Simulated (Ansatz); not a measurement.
The cell is made up: elements placed on another compound's structure type, so the phase may be hypothetical.

By PBEsol, the system below comes out a metal.

A figure of merit of an interconnect metal is its ballistic conductance per area.

Consider the following.

```
AlMo3N
1.0
    4.07307     0.00000     0.00000
    0.00000     5.76019     0.00000
    0.00000     2.88010     2.88010
Al Mo N
1 3 1
Direct
  0.00000   0.00000   0.00000
  0.50000   0.00000   0.50000
  0.50000   0.50000   0.50000
  0.00000   0.50000   0.00000
  0.50000   0.50000   0.00000
```

Space group of this cell: Pm-3m, anti-perovskite. The cell was relaxed by PBE-D3(BJ).

The current flows along the normal of the first two printed cell vectors. No spin-orbit coupling; the value is a mean over 0.1 eV about the Fermi level.

Problem. Give the ballistic conductance per area that PBEsol (Ansatz, a first-principles code) yields.

Solution. 0.83 × 10¹⁵ S/m² for both spins.
